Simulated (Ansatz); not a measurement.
Results of LDA (plane waves, PAW; Ansatz, a program for electronic structure) for rock-salt TmN.

Output (set-up and result lines):

```
WARN where this run starts from atoms, the 4f shell of Tm (site 0, from 0) starts with a moment of 1.50 μB, by Hund's first rule and in the place of the 2.00 …
Crystal: 2 atoms, lattice volume = 26.918 Å³
Basis set: ecut = 520 eV, 725 PW (Γ), exchange–correlation on 54×54×54 points (8 copies of the dense FFT grid, shifted against one another)
Bands: 19, of which v1, the nominal top of the filled ones, is band 14 counted from 1 (13 counted from 0)
Symmetry: 48 space group operations
Space group: Fm-3m (ITA 225), of the structure as read, at distance tolerance 3.0e-5 Å
k-points: 256 of 8000
Initial density: superposition of atomic densities (chi_scale 0.1, normalization cell, long waves kept (reshape's long-wave potential 0.00 eV rms))
Functional: x = slater, c = lda
spin=Collinear: Kerker preconditioning applied to the charge; magnetization (m = ρ↑ − ρ↓) channel mixes plain (no charge-response kernel on spin).
SCF 1 converged in 22 iterations: F = -13059.229632 eV  dr2 = 7.52e-12
SCF converged after 22 iterations
Magnetization: 1.8608 μB (14.9304 up, 13.0696 down)
Free energy (F): -13059.229632 eV
Internal energy: -13059.140430 eV  (E = F + TS)
E sigma→0 (E₀):  -13059.185031 eV
Fermi energy:    15.264695 eV
--- Forces (eV/Å), atoms counted from 1 ---
  atom   1  Tm    -0.00000000     0.00000000     0.00000000
  atom   2  N      0.00000000     0.00000000     0.00000000
--- Stress (GPa, compression-positive) ---
       -6.231259      -0.000000      -0.000000
       -0.000000      -6.231259       0.000000
       -0.000000      -0.000000      -6.231259
  P = ⅓ Tr σ = -6.2313 GPa (-62.313 kbar)
```

Q: Write an input file that could have produced this run (the log leaves some choices open).

A: This is not unique; one that fits is 
Ansatz 0.2 input:
```yaml
crystal:
  lattice:
    - [0.0, 2.3786740574, 2.3786740574]
    - [2.3786740574, 0.0, 2.3786740574]
    - [2.3786740574, 2.3786740574, 0.0]
  atoms:
    - { symbol: Tm, position: [0.0, 0.0, 0.0], spin: 2.0 }
    - { symbol: N, position: [0.5, 0.5, 0.5], spin: 0.0 }
basis:
  ecutwfc: 520
  ecutrho_ratio: 4
  xc_grid: 2
kpoints:
  mp_grid: { grid: [20, 20, 20] }
hamiltonian:
  xc: lda
  dispersion: none
  pseudopotentials: { kind: paw }
scf:
  occupations: { method: fermi_dirac, width: 0.05 }
  convergence: { dr2_threshold: 0.0000000002 }
output:
  forces: true
  stress: true
  eigenvalues: true
magnetization:
  spin_polarized: true
```

The cell is one volume of an energy–volume scan, off the minimum.

The PAW data were made under PBE.

The run is spin-polarised with parallel starting moments, which need not be the measured order.

Note: the magnetic order was assumed, not searched for or taken from measurement. Note: the 4f shell is treated without U or exact exchange, so its levels and filling can be wrong.

Computing time: around 70 core-seconds (rough).
